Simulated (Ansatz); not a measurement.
Results of r²SCAN (Ansatz, a quantum-chemistry and plane-wave program, plane waves, PAW) for BeCdO2 (model structure, started from the ScAlN2 type, P3m1, No. 156, 4 atoms in the cell).

Run with plane-wave cutoff 560 eV, 12×12×8 k mesh (along the axes of the cell as run), Fermi–Dirac smearing 0.01 eV, scalar-relativistic PAW data made under PBE.

Cell (relaxed at this level):

BeCdO$_{2}$ is modelled in the trigonal space group P3m1 (No. 156), Pearson symbol hP4. Conventional cell: a = b = 3.050 Å, c = 5.442 Å, α = β = 90.00°, γ = 120.00°. Cd on 1b is coordinated by 4 O at 2.139 Å. O1 on 1b is coordinated by 3 Be at 1.842 Å and 1 Cd at 2.141 Å (tetrahedral). Be on 1c is coordinated by 1 O at 1.546 Å and 3 O at 1.842 Å (tetrahedral). O2 on 1c has 1 Be at 1.546 Å and 3 Cd at 2.139 Å. (Neighbours: up to the widest gap in distance over summed covalent radii, below 1.35, at either atom; cation-cation and far metal-metal contacts left out.)

Question: Give the computed band gap.

Answer: 
- band gap = 1.27 eV

Note: the relaxation could raise the start's symmetry but not lower it, so the cell can be a saddle point.

Spin–orbit coupling is not included.

Static lattice: no zero-point or thermal effects.

A model structure was made by putting elements into a prototype or built by hand; it is no filed structure, need not be a known phase, and can be a saddle point held by its symmetry.
